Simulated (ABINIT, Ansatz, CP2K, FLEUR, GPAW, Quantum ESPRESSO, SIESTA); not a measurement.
One structure in several programs: Nb₂CuSe₄ (P3m1, 7 atoms in the cell)

Self-consistent single point.

```xyz
7
Lattice="3.5607 0.0000 0.0000 -1.7804 3.0837 0.0000 0.0000 0.0000 13.9941" Properties=species:S:1:pos:R:3 pbc="T T T"
Nb     0.0000     0.0000     3.5506
Nb     1.7804     1.0279    10.4808
Cu     0.0000     0.0000     0.5119
Se     0.0000     0.0000     8.8460
Se     1.7804     1.0279     5.2013
Se     1.7804     1.0279     1.8517
Se     0.0000     0.0000    12.1559
```

Shared settings, as Ansatz (a quantum-chemistry and plane-wave program) writes them: kpoints.mp_grid.grid = 5 5 2; scf.occupations.method = gaussian; scf.occupations.width = 0.2 eV. Potentials and cutoffs stand in the table.

```json
[
 {"code": "FLEUR", "model": "PBEsol, all-electron FLAPW (FLEUR), scalar-relativistic valence", "pressure (GPa)": "–", "largest force (eV/Å)": "0.508", "cutoff": "Kmax 3.9 1/bohr"},
 {"code": "SIESTA", "model": "GGA PBEsol, numerical atomic orbitals DZP, PseudoDojo PBEsol standard norm-conserving potentials (rewritten from UPF to PSML)", "pressure (GPa)": "-2.99", "largest force (eV/Å)": "0.224", "cutoff": "grid 300 Ry"},
 {"code": "CP2K", "model": "PBEsol, GPW, DZVP-MOLOPT-SR-GTH basis, GTH-PBE potentials (GTH_POTENTIALS)", "pressure (GPa)": "-4.56", "largest force (eV/Å)": "0.360", "cutoff": "grid 600 Ry"},
 {"code": "GPAW", "model": "PBEsol, GPAW PAW datasets PBEsol (made by gpaw-setup)", "pressure (GPa)": "-6.29", "largest force (eV/Å)": "0.599", "cutoff": "800 eV"},
 {"code": "ABINIT", "model": "PBEsol, PAW (JTH v2.0 PBE PAW, files made for PBE)", "pressure (GPa)": "-6.13", "largest force (eV/Å)": "0.566", "cutoff": "816 eV"},
 {"code": "Ansatz", "model": "PBEsol, PAW files made with PBE", "pressure (GPa)": "-6.21", "largest force (eV/Å)": "0.571", "cutoff": "default"},
 {"code": "Quantum ESPRESSO", "model": "PBEsol, SSSP 1.1.2 efficiency (PBE) pseudopotentials", "pressure (GPa)": "-6.28", "largest force (eV/Å)": "0.546", "cutoff": "50 Ry"}
]
```

Size of the force on each atom (eV/Å): Sizes of forces hide their directions.

```csv
code,Nb1,Nb2,Cu3,Se4,Se5,Se6,Se7
FLEUR,0.011,0.182,0.080,0.441,0.508,0.071,0.274
SIESTA,0.061,0.224,0.050,0.129,0.038,0.091,0.059
CP2K,0.028,0.207,0.094,0.300,0.360,0.107,0.340
GPAW,0.006,0.182,0.089,0.537,0.599,0.210,0.413
ABINIT,0.009,0.185,0.108,0.500,0.566,0.126,0.344
Ansatz,0.012,0.182,0.108,0.506,0.571,0.105,0.318
Quantum ESPRESSO,0.021,0.190,0.102,0.481,0.546,0.097,0.303
```

A dash marks a value that a program does not give, or that is left out as unsure.

On Ansatz's run: spin polarisation is off; with an odd number of electrons in the cell that forces a metal, and a magnetic state may lie lower.

The spread over the programs that give each value: pressure within 3.30 GPa; largest force within 0.375 eV/Å.

SIESTA and CP2K use small atom-centred bases, whose incompleteness enters pressures, forces and empty levels differently from a plane-wave cutoff. FLEUR treats all electrons, but the usual bases taken here (sphere radii, linearisation, local orbitals, empty states) were not tested for convergence, so the values are no reference for the others. Ansatz's pressure is given at a fixed set of plane waves, as the other plane-wave codes print theirs. In the pressure, SIESTA (by 3.26) and CP2K (by 1.69) lie more than 1 GPa from the median of the plane-wave programs. In the force vectors, SIESTA (by 0.632), CP2K (by 0.208) and GPAW (by 0.095) lie more than 0.08 eV/Å from the median of the plane-wave programs.

The shared mesh is coarse (it stands for a supercell whose shortest vector is 18 Å), so the values are not converged in it.

The starting cell comes from a database of computed structures (which also holds hypothetical and non-ambient phases and stackings), without a prior relaxation at this level. Its lattice was rescaled by a random factor within 2.5 % of one.

Keys are those of Ansatz 0.2.
